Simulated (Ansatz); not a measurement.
Worked example: self-consistent single point of K (Im-3m, 1 atom in the cell) in Ansatz (a program for electronic structure).

Computed with LDA (PW92), default PAW files made with PBE (plane waves; Ansatz).

```yaml
crystal:
  lattice:
    - [-2.68084, 2.68084, 2.68084]
    - [2.68084, -2.68084, 2.68084]
    - [2.68084, 2.68084, -2.68084]
  atoms:
    - { symbol: K, position: [0.00000, 0.00000, 0.00000] }
```

Reference input (self-consistent single point, DFT, PBE, plane waves, default PAW files): basis.ecutwfc = 420 eV; kpoints.mp_grid.grid = 12 12 12; hamiltonian.xc = pbe; hamiltonian.pseudopotentials = {kind: paw} (the program's default PAW files); scf.occupations.method = fermi_dirac; scf.occupations.width = 0.1 eV. This run's input differs from it in these lines:

Ansatz 0.2 input:
```diff
@@ -14,3 +14,3 @@
 hamiltonian:
-  xc: pbe
+  xc: lda
   pseudopotentials:
```

Output, abridged:

```
SCF iter   1: F=—  HF=-1496.237196 eV  |F-HF|=—  |Δ(HF+E_count)|=         —  Δρ=3.08e-3  dr2=2.50e-3  ethr=1.77e-3  ⟨swp⟩=5.2  Hψ=4731  notcnv=0
all-band conjugate gradients solve this SCF's bands
preconditioner: auto → Kerker (q_TF=auto, 1.907 Å⁻¹)
SCF iter   2: F=—  HF=-1496.236499 eV  |F-HF|=—  |Δ(HF+E_count)|=   6.97e-4  Δρ=1.68e-3  dr2=7.37e-4  ethr=2.78e-5  ⟨swp⟩=1.7  Hψ=1351  notcnv=0
SCF iter   3: F=—  HF=-1496.236473 eV  |F-HF|=—  |Δ(HF+E_count)|=   2.65e-5  Δρ=1.91e-4  dr2=3.46e-5  ethr=8.19e-6  ⟨swp⟩=1.1  Hψ=660  notcnv=0
SCF iter   4: F=—  HF=-1496.236482 eV  |F-HF|=—  |Δ(HF+E_count)|=   9.50e-6  Δρ=9.22e-5  dr2=6.55e-6  ethr=3.84e-7  ⟨swp⟩=2.4  Hψ=975  notcnv=0
SCF iter   5: F=—  HF=-1496.236491 eV  |F-HF|=—  |Δ(HF+E_count)|=   8.11e-6  Δρ=3.80e-5  dr2=1.02e-6  ethr=7.27e-8  ⟨swp⟩=2.2  Hψ=984  notcnv=0
SCF iter   6: F=-1496.236490 eV  HF=-1496.236490 eV  |F-HF|=2.34e-8  |Δ(HF+E_count)|=   3.61e-7  Δρ=5.10e-6  dr2=4.63e-8  ethr=1.11e-9  ⟨swp⟩=2.7  Hψ=2387  notcnv=0
SCF 1 converged in 6 iterations: F = -1496.236490 eV  dr2 = 4.63e-8
Free energy (F): -1496.236490 eV
Internal energy: -1496.209808 eV  (E = F + TS)
E sigma→0 (E₀):  -1496.223149 eV
Entropy (-TS):   -0.026683 eV (-26.683 meV/atom)
Fermi energy:    1.382734 eV
--- Forces (eV/Å), atoms counted from 1 ---
  atom   1  K     -0.00000000     0.00000000     0.00000000
--- Stress (GPa, compression-positive) ---
       -0.568525      -0.000000       0.000000
        0.000000      -0.568525      -0.000000
       -0.000000      -0.000000      -0.568525
  P = ⅓ Tr σ = -0.5685 GPa (-5.685 kbar)
  The stress holds the Pulay correction. Without it, at fixed plane waves, as pw.x and ABINIT print it: P = -0.5702 GPa
```

The run converged in 6 iterations. Against the reference run the pressure goes from -0.13 to -0.57 GPa.

The starting cell comes from a database of computed structures (which also holds hypothetical and non-ambient phases and stackings), without a prior relaxation at this level. Its lattice was rescaled by a random factor within 2.5 % of one. Ansatz's pressure includes its estimate of the finite-basis (Pulay) stress.
